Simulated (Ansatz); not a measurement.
InAlN2 (model structure, started from the ScAlN2 type, P3m1, No. 156, 4 atoms in the cell) was calculated with PBE (Ansatz, a quantum-chemistry and plane-wave program, plane waves, PAW).

Numerical settings: plane-wave cutoff 520 eV, 12×12×8 k mesh (along the axes of the cell as run), Fermi–Dirac smearing 0.01 eV, scalar-relativistic PAW data made under PBE.

Cell (relaxed at this level):

```cif
data_AlInN2
_chemical_formula_sum 'In1 N2 Al1'
_space_group_name_H-M_alt 'P3m1'
_space_group_IT_number 156
_space_group_name_Hall 'P 3 -2"'
_cell_length_a 3.33618
_cell_length_b 3.33618
_cell_length_c 5.49953
_cell_angle_alpha 90.000
_cell_angle_beta 90.000
_cell_angle_gamma 120.000
loop_
_atom_site_label
_atom_site_type_symbol
_atom_site_symmetry_multiplicity
_atom_site_Wyckoff_symbol
_atom_site_fract_x
_atom_site_fract_y
_atom_site_fract_z
_atom_site_occupancy
In1 In 1 b 0.33333 0.66667 0.00703 1
N1 N 1 b 0.33333 0.66667 0.40744 1
Al1 Al 1 c 0.66667 0.33333 0.50719 1
N2 N 1 c 0.66667 0.33333 0.84834 1
```

**Question.** Predict the band gap.

**Answer.** 
* **band gap**: 0.89 eV

Note: the relaxation could raise the start's symmetry but not lower it, so the cell can be a saddle point.

Spin–orbit coupling is not included.

Computing time: about 26 core-seconds (a rough figure).

A model structure was made by putting elements into a prototype or built by hand; it is no filed structure, need not be a known phase, and can be a saddle point held by its symmetry.
